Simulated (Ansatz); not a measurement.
**Pressure series in SrNbO3**

Consider SrNbO3 in the cubic perovskite structure (space group Pm-3m, No. 221; a = 4.0178 Å; a cell from a computed database, its experimental status unchecked).

Cell and atoms are relaxed at each pressure.

Level of theory: plane-wave PAW DFT at the PBEsol level (Ansatz, a first-principles code, 420 eV), no spin-orbit coupling.

```json
[
 {"pressure (GPa)": "-1", "volume per atom (Å³/atom)": "13.041"},
 {"pressure (GPa)": "0", "volume per atom (Å³/atom)": "12.972"},
 {"pressure (GPa)": "0.3", "volume per atom (Å³/atom)": "12.952"},
 {"pressure (GPa)": "0.7", "volume per atom (Å³/atom)": "12.925"},
 {"pressure (GPa)": "1.5", "volume per atom (Å³/atom)": "12.871"},
 {"pressure (GPa)": "3", "volume per atom (Å³/atom)": "12.774"},
 {"pressure (GPa)": "5", "volume per atom (Å³/atom)": "?"},
 {"pressure (GPa)": "7.5", "volume per atom (Å³/atom)": "12.506"},
 {"pressure (GPa)": "10", "volume per atom (Å³/atom)": "12.368"}
]
```

Question: Fit the third-order Birch–Murnaghan form P(V) = (3B₀/2)[(V₀/V)^(7/3) − (V₀/V)^(5/3)]·[1 + (3/4)(B₀′ − 4)((V₀/V)^(2/3) − 1)] (squares taken in P) to the rows shown and predict the withheld row.

Answer: Least squares on the printed values gives V₀ = 12.972 Å³/atom, B₀ = 189 GPa, B₀′ = 4.3; this predicts 12.651 Å³/atom, and the run gives 12.651 Å³/atom, in agreement.

Load acts through the strain it causes; cell and atoms are relaxed under it. Stability against distortions was not tested. No other phases were tried under pressure. No Hubbard U is applied, and correlation can decide whether such a compound is a metal. The final runs are not spin-polarised. An odd electron count without spin: SrNbO3. Many cubic perovskites are stable only at high temperature; tilts and polar distortions were not tested.
